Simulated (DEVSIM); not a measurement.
System: double heterostructure, GaAs between p- and n-type In0.49Ga0.51P, at 300 K.

| layer (left to right) | material | thickness (μm) | Nd (cm⁻³) | Na (cm⁻³) | τn (s) | τp (s) |
|---|---|---|---|---|---|---|
| 1 | In0.49Ga0.51P | 0.930 | 4.4e17 | - | 6.5e-8 | 2e-9 |
| 2 | GaAs | 0.0430 | - | 2e14 | 6.5e-8 | 6.5e-8 |
| 3 | In0.49Ga0.51P | 0.690 | - | 3.4e17 | 6.5e-8 | 6.5e-8 |

Left contact: ohmic. Right contact: ohmic. Voltage is applied to the left contact. Recombination: SRH at mid-gap, radiative. Mobility is μmin + (μ − μmin)/(1 + (N/Nref)^α).

This is a model device: material constants are rounded textbook-type values typed into the input, and sizes, dopings and lifetimes were drawn at random. Values at 300 K.

```tsv
parameter	In0.49Ga0.51P	GaAs
gap (eV)	1.89	1.424
affinity (eV)	4	4.07
permittivity	11.8	12.9
Nc (cm⁻³)	9e17	4.7e17
Nv (cm⁻³)	1.3e19	9e18
μn (cm²/Vs)	1500	8500
μp (cm²/Vs)	80	400
μn,min	400	500
μp,min	15	20
Nref,n	2e16	6e16
Nref,p	1.5e17	1.5e17
αn	0.7	0.39
αp	0.8	0.38
B (cm³/s)	1e-10	2e-10
```

Model (solved in DEVSIM): 1D drift-diffusion, Boltzmann statistics, complete ionisation; no tunnelling, impact ionisation, image-force lowering or self-heating. Band offsets follow the typed affinities; no thermionic-emission limit at abrupt steps, no polarisation charge.

Problem. Give the dark reverse current.

Solution. 
```json
[
 {"V (V)": "0.04", "J (A/cm²)": "8.6e-13"},
 {"V (V)": "0.10", "J (A/cm²)": "1.8e-12"},
 {"V (V)": "0.20", "J (A/cm²)": "3.0e-12"},
 {"V (V)": "0.30", "J (A/cm²)": "4.1e-12"},
 {"V (V)": "0.40", "J (A/cm²)": "5.1e-12"},
 {"V (V)": "0.60", "J (A/cm²)": "7.1e-12"},
 {"V (V)": "0.80", "J (A/cm²)": "8.8e-12"},
 {"V (V)": "1.00", "J (A/cm²)": "1.0e-11"},
 {"V (V)": "1.30", "J (A/cm²)": "1.1e-11"},
 {"V (V)": "1.60", "J (A/cm²)": "1.2e-11"},
 {"V (V)": "2.00", "J (A/cm²)": "1.2e-11"}
]
```
